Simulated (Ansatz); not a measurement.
**Response to strain in Ge2Sb2Te5**

The reference is Ge2Sb2Te5 (space group P-3m1, No. 164).

```
CELL_PARAMETERS angstrom
      4.21328     0.00000     0.00000
     -2.10664     3.64881     0.00000
      0.00000     0.00000    17.68942
ATOMIC_POSITIONS crystal
  Te 0.00000 0.00000 0.00000
  Sb 0.66667 0.33333 0.11386
  Sb 0.33333 0.66667 0.88614
  Te 0.33333 0.66667 0.21235
  Te 0.66667 0.33333 0.78765
  Ge 0.00000 0.00000 0.33457
  Ge 0.00000 0.00000 0.66543
  Te 0.66667 0.33333 0.41382
  Te 0.33333 0.66667 0.58618
```

Cartesian axes are those of the cell as printed.

Strains are applied to the cell and any free atomic positions relax; under biaxial strain the out-of-plane vector relaxes too.

Method: r2SCAN+rVV10, PAW, 500 eV (Ansatz, an electronic-structure program; scalar-relativistic without spin-orbit coupling).

Notes on the quantities. pressure: mean of the normal stresses, compression positive.

```json
[
 {"change": "base", "pressure": "0.0 GPa", "volume per atom": "30.22 Å³", "space group": "P-3m1 (No. 164)"},
 {"change": "biaxial strain −0.62 %, plane normal [001], relaxed out of plane", "pressure": "0.3 GPa", "volume per atom": "?", "space group": "P-3m1 (No. 164)"},
 {"change": "biaxial strain +1.45 %, plane normal [001], relaxed out of plane", "pressure": "?", "volume per atom": "30.59 Å³", "space group": "P-3m1 (No. 164)"},
 {"change": "biaxial strain +3.12 %, plane normal [001], relaxed out of plane", "pressure": "-1.5 GPa", "volume per atom": "?", "space group": "P-3m1 (No. 164)"},
 {"change": "isotropic strain −3.09 %", "pressure": "4.2 GPa", "volume per atom": "27.50 Å³", "space group": "P-3m1 (No. 164)"},
 {"change": "uniaxial strain ε_xx = −2.48 %", "pressure": "1.1 GPa", "volume per atom": "29.47 Å³", "space group": "C2/m (No. 12)"},
 {"change": "uniaxial strain ε_zz = +1.22 %", "pressure": "-0.3 GPa", "volume per atom": "30.59 Å³", "space group": "P-3m1 (No. 164)"},
 {"change": "uniaxial strain ε_zz = +1.49 %", "pressure": "-0.3 GPa", "volume per atom": "30.67 Å³", "space group": "P-3m1 (No. 164)"}
]
```

Question: Complete the table.

Answer: 
- biaxial strain −0.62 %, plane normal [001], relaxed out of plane, volume per atom: 30.05 Å³
- biaxial strain +1.45 %, plane normal [001], relaxed out of plane, pressure: -0.7 GPa
- biaxial strain +3.12 %, plane normal [001], relaxed out of plane, volume per atom: 31.04 Å³

No phonon test of stability was made. The final runs are not spin-polarised.
